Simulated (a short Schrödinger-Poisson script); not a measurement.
Structure: MOS inversion layer, SiO2 on p-type Si(110), at 300 K.

From the gate side: 1.9 nm SiO2; 750 nm Si, acceptors 3.3e17 cm⁻³.

The device is made up for the run: typed textbook-type constants, with dimensions and the other settings drawn at random. SiO2: permittivity 3.9, conduction-band edge (eV) 3.15, gap (eV) 9, electron mass (mₑ) 0.5. Si: permittivity 11.7, conduction-band edge (eV) 0, gap (eV) 1.124, Nv at 300 K (cm⁻³) 3.1e19.

Channel valleys (confinement mass, in-plane density-of-states mass, number): Δ4 0.315, 0.324, 4; Δ2 0.19, 0.417, 2. At the gate the conduction-band edge of layer 1 lies 3.45 eV − eVg above the Fermi level of the channel; the field vanishes at the back. Gaps are held at their typed values at every temperature. Mesh 0.03 nm at interfaces.

Solved with a short Schrödinger-Poisson script written for these runs: 1D Poisson equation in equilibrium, electrons quantum, Hartree (BenDaniel-Duke, 12 states a valley, the channel's in-plane mass for all, wave functions ending at the dielectric), parabolic valleys, classical holes, full ionisation, no traps, pinning or gate leakage.

| Vg (V) | electrons (cm⁻²) | C (μF/cm²) | Δ4 E0 (meV from the Fermi level) | Δ2 E0 (meV from the Fermi level) |
|---|---|---|---|---|
| 0.35 | 2.80e9 | 0.175 | 228.2 | 247.7 |
| 0.4 | 1.44e10 | 0.224 | 185.7 | 205.7 |
| 0.45 | 6.39e10 | 0.400 | 147.0 | 167.4 |
| 0.5 | 2.01e11 | 0.690 | 117.0 | 138.0 |
| 0.55 | 4.35e11 | 0.921 | 96.7 | 118.4 |
| 0.6 | 7.35e11 | 1.06 | 82.8 | 105.2 |
| 0.65 | 1.07e12 | 1.15 | 72.5 | 95.9 |
| 0.7 | 1.44e12 | 1.21 | 64.5 | 88.7 |
| 0.75 | 1.82e12 | 1.25 | 58.0 | 83.1 |
| 0.8 | 2.21e12 | 1.28 | 52.5 | 78.4 |
| 0.85 | 2.61e12 | 1.31 | 47.7 | 74.5 |
| 0.9 | 3.02e12 | 1.33 | 43.4 | 71.1 |
| 0.95 | 3.43e12 | 1.34 | 39.6 | 68.1 |
| 1 | 3.86e12 | 1.36 | 36.2 | 65.5 |
| 1.05 | 4.28e12 | 1.37 | 33.0 | 63.1 |
| 1.1 | 4.71e12 | 1.38 | 30.0 | 61.0 |
| 1.15 | 5.14e12 | 1.39 | 27.3 | 59.0 |

Gate voltages with under 1e9 electrons/cm² are left out.

At Vg = 1.15 V the lowest Δ4 subband lies at 27.3 meV from the Fermi level. How many electrons does it hold, and what share of all?

The two-dimensional density of states is g m/(πħ²) = 5.41e11 cm⁻² meV⁻¹ (both spins), kT = 25.9 meV, so n = D kT ln(1 + exp(−E/kT)) = 4.18e12 cm⁻², 0.81 of the 5.14e12 cm⁻² in all.

Compare the slope of the sheet density between 1.05 and 1.15 V with the geometric capacitance of the layers between gate and channel.

q Δn/ΔV = 1.38 μF/cm²; ε0/Σ(t/ε) = 1.82 μF/cm². The ratio is 0.76: the channel acts as a further capacitance in series.
